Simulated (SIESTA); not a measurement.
Worked example: self-consistent single point of MnPt3 (P1, 4 atoms in the cell) in SIESTA.

Method of the run: LDA PW92, numerical atomic orbitals TZP, PseudoDojo LDA standard norm-conserving potentials (rewritten from UPF to PSML) run with SIESTA.

The change in words: atoms moved at random. Reference geometry:
```
CELL_PARAMETERS angstrom
      3.95750     0.00000     0.00000
      0.00000     3.95750     0.00000
      0.00000     0.00000     3.95750
ATOMIC_POSITIONS crystal
  Mn 0.00000 0.00000 0.00000
  Pt 0.00000 0.50000 0.50000
  Pt 0.50000 0.00000 0.50000
  Pt 0.50000 0.50000 0.00000
```
Moments meant for the start (each program seeds them in its own way; μB, in the order of the atoms Mn Pt Pt Pt): 4.0 0.0 0.0 0.0.

Reference input (self-consistent single point, DFT, LDA PW92, numerical atomic orbitals TZP, PseudoDojo LDA standard norm-conserving potentials (rewritten from UPF to PSML)): XC.functional = LDA; XC.authors = PW92; potentials = PseudoDojo LDA standard; PAO.BasisSize = TZP; PAO.EnergyShift = 0.01 Ry; MeshCutoff = 350 Ry; kgrid.MonkhorstPack = 9 9 9; OccupationFunction = FD; ElectronicTemperature = 100 meV; Spin = polarized; DM.InitSpin = [1 +4.00, 2 +0.00, 3 +0.00, 4 +0.00]; MaxSCFIterations = 150. This run's input differs from it in these lines:

```diff
@@ -18,6 +18,6 @@
 %block AtomicCoordinatesAndAtomicSpecies
-     0.000000000    0.000000000    0.000000000  1
-     0.000000000    3.739295569    3.739295569  2
-     3.739295569    0.000000000    3.739295569  2
-     3.739295569    3.739295569    0.000000000  2
+     0.012773434   -0.008368543    0.027910102  1
+     0.003238230    3.704063926    3.766255890  2
+     3.761895872   -0.040601271    3.698028703  2
+     3.700683603    3.823504505   -0.013596079  2
 %endblock AtomicCoordinatesAndAtomicSpecies
```

Output, abridged:

```
        iscf     Eharris(eV)        E_KS(eV)     FreeEng(eV)     dDmax    Ef(eV) dHmax(eV)
   scf:    1   -13577.734641   -13609.197062   -13609.294386  1.356327 -0.309740 14.113326
     spin moment: {S} , |S| = {        0.0        0.0    4.09748 }     4.09748
   scf:    2   -13623.510294   -13618.862946   -13618.987583  0.220978 -0.864382  8.297189
     spin moment: {S} , |S| = {        0.0        0.0    3.92262 }     3.92262
   scf:    3   -13624.481701   -13621.788143   -13621.908839  0.116573 -1.334408  6.405311
     spin moment: {S} , |S| = {        0.0        0.0    3.98973 }     3.98973
   [... lines left out ...]
     spin moment: {S} , |S| = {        0.0        0.0    4.24309 }     4.24309
   scf:   15   -13625.899943   -13625.899936   -13626.018025  0.000033 -2.864202  0.000342
     spin moment: {S} , |S| = {        0.0        0.0    4.24367 }     4.24367
   scf:   16   -13625.899935   -13625.899935   -13626.018025  0.000012 -2.864194  0.000131
     spin moment: {S} , |S| = {        0.0        0.0    4.24387 }     4.24387
   scf:   17   -13625.899938   -13625.899937   -13626.018025  0.000005 -2.864202  0.000136
     spin moment: {S} , |S| = {        0.0        0.0    4.24397 }     4.24397
SCF Convergence by DM+H criterion
max |DM_out - DM_in|         :     0.0000045612
max |H_out - H_in|      (eV) :     0.0001356102
SCF cycle converged after 17 iterations

Using DM_out to compute the final energy and forces

siesta: E_KS(eV) =           -13625.8999

siesta: E_KS - E_eggbox =    -13625.8999

siesta: Atomic forces (eV/Ang):
     1   -0.058384    0.094590   -0.100660
     2   -0.078145   -0.033573   -0.114321
     3   -0.066858    0.445714    0.161500
     4    0.198363   -0.529460    0.042142
   Tot   -0.005024   -0.022729   -0.011339
   Max    0.529460
   Res    0.222384    sqrt( Sum f_i^2 / 3N )
   Max    0.529460    constrained

Stress tensor Voigt[x,y,z,yz,xz,xy] (kbar):      211.47      210.65      209.35       -1.89       -0.41        0.45
(Free)E + p*V (eV/cell)   -13634.1610
   [... lines left out ...]
siesta: FreeEng =    -13626.018025
siesta: Cell volume =         61.981598 Ang**3
siesta:        -210.48966866       -203.87963394  kBar
   [... lines left out ...]

              0.047   0.032   0.048   0.035   0.025   0.017   0.043   0.015

              0.055

mulliken: Qtot =       32.378

Mulliken Atomic Populations:
Atom #   charge [q] valence [e]      Sz [e]  Species
     1     0.282089   14.717911    4.056529  Mn
     2    -0.092749   18.092749    0.062172  Pt
     3    -0.094347   18.094347    0.062641  Pt
     4    -0.094993   18.094993    0.062630  Pt
 Total     0.000000                4.243972
```

The run converged in 17 iterations. Against the reference run the free energy goes up by 5.4 meV/atom, the pressure goes from -21.33 to -21.05 GPa, the largest force goes from 0.000 to 0.567 eV/Å and the size of the net moment stays at 1.06 μB/atom.

The starting cell comes from a database of computed structures (which also holds hypothetical and non-ambient phases and stackings), without a prior relaxation at this level. Its lattice was rescaled by a random factor within 2.5 % of one. For this run, on top of that: atoms moved at random. With one magnetic atom in the cell only a parallel order is possible. Values carry the incompleteness of an atom-centred basis. With a pressure of about -21 GPa the cell is away from its equilibrium volume at this level.

Cost on one core of a shared machine: roughly 4 min.
